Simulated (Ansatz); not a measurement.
# Tl₃AsS₄ (Pnma, No. 62)

These are PBE0 (Ansatz, a first-principles code, PAW) values and carry that method's errors.

Settings: plane-wave cutoff 460 eV, 4×2×4 k mesh (along the axes of the cell as run), Fermi–Dirac smearing 0.01 eV, scalar-relativistic PAW data made under PBE.

Cell (measured lattice):

Tl3AsS4 has the orthorhombic space group Pnma (No. 62), Pearson symbol oP32. Conventional cell: a = 8.8940 Å, b = 10.8550 Å, c = 9.0790 Å, α = 90.00°, β = 90.00°, γ = 90.00°. Tl1 on 8d is surrounded by 5 S at 3.099–3.277 Å (no clear gap to further neighbours). Tl2 on 4c is surrounded by 4 S at 3.072–3.192 Å (no clear gap to further neighbours). As on 4c is surrounded by 4 S at 2.160–2.196 Å (tetrahedral). S1 on 4c sees 1 As at 2.196 Å and 5 Tl at 3.099–3.210 Å (octahedral). S2 on 4c is coordinated by 1 As at 2.160 Å and 1 Tl at 3.118 Å and 2 Tl at 3.277 Å (no clear gap to further neighbours). S3 on 8d is surrounded by 1 As at 2.163 Å and 3 Tl at 3.072–3.263 Å (no clear gap to further neighbours). (Neighbours: up to the widest gap in distance over summed covalent radii, below 1.35, at either atom; cation-cation and far metal-metal contacts left out.)

For Tl₃AsS₄ (Pnma, No. 62), the band gap comes out as 2.94 eV (on the SCF k mesh). The smallest direct gap on the k points sampled comes out as 2.95 eV and the direct gap at Γ is 3.00 eV.

Measured, for comparison: band gap 2.06 ± 0.1 eV (temperature not stated, no zero-point or thermal correction, crystals; values from its Ref. 18; as tabulated in Spesyvykh et al. (2024), doi:10.15330/pcss.25.4.795-800).

Note: cell and atoms aren't relaxed at this level (largest force component 0.21 eV/Å, pressure 1.0 GPa).

Spin–orbit coupling is not included; with these elements it can move the gap by several tenths of an eV or more.

The computed numbers hold no vibrational or temperature effects.

It cost very roughly 5 core-hours of CPU time.
